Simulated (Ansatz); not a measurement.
Start from BaTiO3 (space group Amm2, No. 38).

```yaml
crystal:
  lattice:
    - [3.96407, 0.00000, 0.00000]
    - [0.00000, 2.85795, 2.87403]
    - [0.00000, -2.85795, 2.87403]
  atoms:
    - { symbol: Ba, position: [0.00000, 0.00499, 0.00499] }
    - { symbol: Ti, position: [0.50000, 0.52050, 0.52050] }
    - { symbol: O, position: [0.50000, 0.97681, 0.49063] }
    - { symbol: O, position: [0.50000, 0.49063, 0.97681] }
    - { symbol: O, position: [0.00000, 0.48697, 0.48697] }
```

Cartesian axes are those of the cell as printed.

Method: plane-wave PAW DFT at the r2SCAN level (Ansatz, a quantum-chemistry and plane-wave program, 500 eV), scalar-relativistic without spin-orbit coupling, earlier PAW set.

Now apply this change: uniaxial strain ε_xx = −2.56 %, all other strain components held at zero; the atoms relax in the strained cell.

Problem. Predict the stress tensor and what it implies for the stiffness.

Solution. Stress of the strained cell less that of the base (GPa, compression positive):
```
   8.44    0.00    0.00
   0.00    2.85    0.00
   0.00    0.00    2.80
```

Then −Δσ_ii/ε with ε = -0.0256 gives secant stiffness values (nonlinear terms included at this strain): C11 ≈ 330 GPa, C12 ≈ 111 GPa and C13 ≈ 109 GPa.

As a check, the harmonic strain energy −½ V₀ Δσ:ε is 8.8 meV/atom; the computed energy rise is 8.5 meV/atom.

No phonon test of stability was made. The final runs are not spin-polarised. This is not the structure that BaTiO3 has at room temperature and ambient pressure.
